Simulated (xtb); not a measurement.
xtb 6.7.1, GFN2-xTB: Cu(SMe)(SMe2) (C[S][Cu]<-[S](C)C), 15 atoms. The geometry is a generated start, not checked to be a minimum at this level.

```json
{
  "run_flags": "--grad",
  "method": "GFN2-xTB",
  "--acc": "1 (default)",
  "--etemp (K)": "300 (default)",
  "basis_functions": "51",
  "valence_electrons": "44"
}
```

```xyz
15

Cu     0.5491    -0.3201    -0.4076
S      2.4587    -1.2999    -0.2662
C      2.1609    -2.8798    -1.1342
H      1.4190    -3.4638    -0.5933
H      3.1053    -3.4176    -1.1555
H      1.8233    -2.6903    -2.1505
C     -0.6929     2.5525    -0.1404
S     -1.3283     0.8553    -0.3280
C     -1.8612     0.5580     1.3911
H      0.0618     2.5836     0.6402
H     -1.5252     3.2099     0.0973
H     -0.2551     2.8384    -1.0917
H     -1.0330     0.7237     2.0729
H     -2.1909    -0.4744     1.4492
H     -2.6915     1.2244     1.6165
```

Charge 0 and multiplicity 1 are set for this test and not shown to be the ground state.

One run each on 1 thread. Values of broydamp tried: 0.02, 0.05, 0.1, 0.2, 0.4 (default), 0.6, 0.8, 1.

**Question.** How does the count of SCC iterations change with broydamp, and where is it least?

**Answer.** Fewest SCC iterations, within one of each other: 0.4 (default) with 13, 0.6 with 12, 0.8 with 13. The count rises to 19 at 0.02. All converge to one solution.

```json
[
 {"broydamp": "0.02", "SCC iterations": "19", "end": "same solution"},
 {"broydamp": "0.05", "SCC iterations": "18", "end": "same solution"},
 {"broydamp": "0.1", "SCC iterations": "17", "end": "same solution"},
 {"broydamp": "0.2", "SCC iterations": "14", "end": "same solution"},
 {"broydamp": "0.4 (default)", "SCC iterations": "13", "end": "same solution"},
 {"broydamp": "0.6", "SCC iterations": "12", "end": "same solution"},
 {"broydamp": "0.8", "SCC iterations": "13", "end": "same solution"},
 {"broydamp": "1", "SCC iterations": "15", "end": "same solution"}
]
```
